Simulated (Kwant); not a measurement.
System: quantum point contact (saddle potential) in a Si two-dimensional gas. Effective mass 0.19 mₑ, grid spacing 6.2 nm, hard walls, nominal width 150 nm (25 grid rows, so walls 161.2 nm apart), one parabolic valley, scattering region 450 nm long along x; energies count from the band bottom; Fermi energy 0.00091 eV. Potential (V0 + ½k y²) cos²(πx/L) for |x| < L/2, with V0 swept from 0.0009555 to 0 eV, k = 1.7e-06 eV/nm², L = 360 nm.

The device is made up for the run: typed textbook-type constants, with dimensions and the other settings drawn at random.

Model: effective-mass tight-binding model on a square grid, one spin, coherent transport at 0 K (Kwant). Conductance is in e²/h.

Task: Compare with the saddle-point formula G = Σ 1/(1 + exp(−2π(E − V0 − ħωy(n + ½))/ħωx)), taking ħωy = ħ√(k/m) and ħωx from the curvature along x of V0 plus half of the mode's confinement energy.

Result: ħωy = 0.826 meV; at V0 = 0.775 meV the lowest mode has ħωx = 0.245 meV.

| V0 (meV) | formula | simulation |
|---|---|---|
| 0.900 | 5.9e-5 | 4.2e-5 |
| 0.775 | 0.00079 | 0.00068 |
| 0.651 | 0.014 | 0.015 |
| 0.526 | 0.30 | 0.32 |
| 0.402 | 0.96 | 0.96 |
| 0.277 | 1.00 | 1.00 |

The formula takes a parabolic saddle in the continuum; the run has the full potential on a grid.
